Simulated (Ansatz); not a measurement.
Base system: ZnSe in the zinc blende structure (space group F-43m, No. 216).

```
ZnSe
1.0
    0.00000     2.83278     2.83278
    2.83278     0.00000     2.83278
    2.83278     2.83278     0.00000
Zn Se
1 1
Direct
  0.00000   0.00000   0.00000
  0.25000   0.25000   0.25000
```

Cartesian axes are those of the cell as printed.

Level of theory: r2SCAN (Ansatz, a first-principles code), no SOC.

Before the change:

The band gap is 1.87 eV, the valence-band top at Γ is 0.00, 0.00, 0.00 eV and the electron mass is 0.12 mₑ (at Γ).

Modification: tensor shear ε_xy = +0.29 % (engineering shear γ = 0.0058), atoms relaxed at fixed cell.

### Question
Estimate the effect on the stress, band gap, valence-band top at Γ and electron mass.

### Answer
The stress (xx, yy, zz, yz, xz, xy; compression positive) is (-0.01, -0.01, -0.01, 0.00, 0.00, -0.24) GPa; the band gap drops by 0.02 eV, from 1.87 eV to 1.85 eV; the valence-band top at Γ (three highest levels, from the VBM) goes from 0.00, 0.00, 0.00 eV to 0.00, -0.02, -0.03 eV; the electron mass is still 0.12 mₑ (at Γ).

The cells carry an imposed strain or load. Effective masses come from finite differences of ±0.01 Å⁻¹. Whether these cells are dynamically stable was not tested.
